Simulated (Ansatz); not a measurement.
Consider CdTe in the zinc blende structure (space group F-43m, No. 216; a = 6.618 Å).

Calculations: DFT with PBE, PAW potentials and a 420 eV plane-wave cutoff in Ansatz (a first-principles code), scalar-relativistic without spin-orbit coupling.

Base values:

The band gap is 0.59 eV and the width of the top valence band comes out as 1.94 eV. The electron mass is 0.053 mₑ (at Γ).

Now apply this change: hydrostatic tension (pressure −2 GPa).

Problem. Predict the new band gap.

Solution. The band gap shrinks by 0.192 eV to 0.39 eV.

Problem. How does this affect the width of the top valence band?

Solution. The width of the top valence band decreases by 0.24 eV (1.94 eV → 1.70 eV).

Problem. Estimate the effect on the electron mass.

Solution. The electron mass goes from 0.053 mₑ (at Γ) to 0.039 mₑ (at Γ).

Spin-orbit coupling, missing from the scalar runs, can matter with Te. Load acts through the strain it causes; cell and atoms are relaxed under it. Masses are band curvatures over ±0.01 Å⁻¹ around the edge. Whether these cells are dynamically stable was not tested.
